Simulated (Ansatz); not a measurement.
The parent structure is Ge in the diamond structure (space group Fd-3m, No. 227; a = 5.762 Å).

Computed with PBE (Ansatz, an electronic-structure program), scalar-relativistic without spin-orbit coupling.

For the base:

- Lattice parameter a = 5.762 Å

Perturbation: hydrostatic tension (pressure −2 GPa).

Problem. Estimate the effect on the lattice parameter a.

Solution. The lattice parameter a increases by 0.0715 Å, from 5.762 Å to 5.833 Å.

Load acts through the strain it causes; cell and atoms are relaxed under it. Whether these cells are dynamically stable was not tested.
